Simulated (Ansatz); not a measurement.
System: P vacancy in zinc-blende GaP (charge state +1). Computed with PBE, PAW (plane waves to 420 eV; Ansatz, a program for electronic structure).

Cell of 64 host sites held at the relaxed PBE lattice; one k-point at (0.250, 0.250, 0.250); Fermi-Dirac width 0.01 eV, spin-restricted; finite-size errors left in. Static, classical nuclei. The charge state is imposed; whether it is stable for some Fermi level was not computed. Forms of the defect that were not tried may lie lower.

Barriers: single points on a 2×2×2 k-point mesh shifted by half a step at the bands' geometries (they differ from the bands' own by up to 0.05 eV, and are uncertain by about as much).

Relaxed starting cell (atoms counted from 1):

```xyz
63
Lattice="11.0145 0.0000 0.0000 0.0000 11.0145 0.0000 0.0000 0.0000 11.0145" Properties=species:S:1:pos:R:3 pbc="T T T"
Ga    -0.0233    -0.0144    -0.0061
Ga     0.0240     0.0342     5.3978
Ga    -0.0155     5.4814     0.0190
Ga    -0.0151     5.5141     5.4805
Ga     5.4759    -0.0078     0.0167
Ga     5.5070    -0.0061     5.4816
Ga     5.5030     5.5108     0.0105
Ga     5.5284     5.5370     5.5285
P      1.3670     1.3748     9.6534
P      1.3659     6.8944     4.1310
P      1.3620     6.8912     9.6497
P      6.8871     1.3743     4.1314
P      6.8844     1.3707     9.6496
P      6.8839     6.8903     4.1237
P      6.8745     6.8824     9.6395
Ga     0.0519     2.6089     2.8119
Ga    -0.0119     2.7263     8.2746
Ga    -0.0209     8.2512     2.7428
Ga    -0.0152     8.2727     8.2406
Ga     5.5069     2.7250     2.7515
Ga     5.5300     2.7721     8.2928
Ga     5.4736     8.2755     2.7495
Ga     5.5021     8.2662     8.2679
P      1.3663     4.0765     1.4223
P      1.3420     4.1614     6.9176
P      1.3478     9.6412     1.3830
P      1.3686     9.6767     6.8399
P      6.8733     4.1220     1.3861
P      6.8893     4.1336     6.8883
P      6.8636     9.6326     1.3755
P      6.8721     9.6424     6.8791
Ga     2.6137     0.0534     2.7998
Ga     2.7183    -0.0042     8.2737
Ga     2.7157     5.5140     2.7500
Ga     2.7643     5.5374     8.2926
Ga     8.2432    -0.0120     2.7416
Ga     8.2649    -0.0086     8.2414
Ga     8.2698     5.4795     2.7504
Ga     8.2588     5.5100     8.2679
P      4.0740     1.3754     1.4178
P      4.1532     1.3506     6.9178
P      4.1134     6.8810     1.3857
P      4.1250     6.8978     6.8881
P      9.6345     1.3572     1.3845
P      9.6677     1.3779     6.8408
P      9.6250     6.8714     1.3756
P      9.6348     6.8800     6.8791
Ga     2.7468     2.7551     0.0060
Ga     3.0029     3.0119     5.7697
Ga     2.7489     8.2665     0.0092
Ga     2.7444     8.2648     5.5067
Ga     8.2597     2.7562     0.0111
Ga     8.2574     2.7543     5.5066
Ga     8.2463     8.2540    -0.0029
Ga     8.2558     8.2635     5.5153
P      4.1513     4.1602     4.1076
P      4.1266     4.1347     9.6518
P      4.0687     9.6823     4.1300
P      4.1146     9.6427     9.6381
P      9.6755     4.0753     4.1284
P      9.6348     4.1225     9.6388
P      9.6297     9.6386     4.1114
P      9.6244     9.6319     9.6281
```
Cell charge +1.

End state 1 differs by these moves (Å; atoms that move under 0.08 Å are left out):

```json
[
 {"atom": "2", "element": "Ga", "Δx": "-0.06", "Δy": "-0.05", "Δz": "0.10"},
 {"atom": "4", "element": "Ga", "Δx": "0.05", "Δy": "-0.14", "Δz": "0.08"},
 {"atom": "16", "element": "Ga", "Δx": "-0.08", "Δy": "0.13", "Δz": "-0.07"},
 {"atom": "17", "element": "Ga", "Δx": "0.04", "Δy": "0.07", "Δz": "-0.14"},
 {"atom": "25", "element": "P", "Δx": "0.00", "Δy": "-2.78", "Δz": "-2.78"},
 {"atom": "32", "element": "Ga", "Δx": "0.13", "Δy": "-0.05", "Δz": "-0.04"},
 {"atom": "35", "element": "Ga", "Δx": "0.22", "Δy": "0.22", "Δz": "0.22"},
 {"atom": "41", "element": "P", "Δx": "-0.09", "Δy": "0.07", "Δz": "-0.03"},
 {"atom": "49", "element": "Ga", "Δx": "-0.40", "Δy": "-0.21", "Δz": "-0.21"},
 {"atom": "56", "element": "P", "Δx": "-0.09", "Δy": "-0.04", "Δz": "0.07"}
]
```

**Question.** Estimate the forward and backward barriers to end state 1 that PBE, PAW returns for this input.

**Answer.** forward 2.30 eV, backward 2.30 eV; at the saddle point atom 25 has neighbours Ga at 2.31, 2 Ga at 2.70, 2 Ga at 2.74 Å. The program found a first-order saddle point.
